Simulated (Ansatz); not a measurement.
**Cu in the fcc (Cu type) structure (space group Fm-3m, No. 225)**

```cif
data_Cu
_chemical_formula_sum 'Cu1'
_space_group_name_H-M_alt 'P 1'
_space_group_IT_number 1
_cell_length_a 2.56596
_cell_length_b 2.56596
_cell_length_c 2.56596
_cell_angle_alpha 60.000
_cell_angle_beta 60.000
_cell_angle_gamma 60.000
loop_
_space_group_symop_operation_xyz
  'x, y, z'
loop_
_atom_site_label
_atom_site_type_symbol
_atom_site_fract_x
_atom_site_fract_y
_atom_site_fract_z
_atom_site_occupancy
Cu1 Cu 0.00000 0.00000 0.00000 1
```

All numbers come from PBE (Ansatz, a quantum-chemistry and plane-wave program; PAW; 420 eV plane waves; no SOC), earlier PAW set. k-mesh 22×22×22 (Γ-centred); smearing 0.05 eV (Fermi–Dirac).

- Volume per atom = 11.95 Å³
- Density = 8.83 g/cm³
- Band gap = zero
- Total energy = -6625.185 eV/atom (σ→0; compares only within this code and set-up)

Whether these cells are dynamically stable was not tested. The final runs are not spin-polarised.
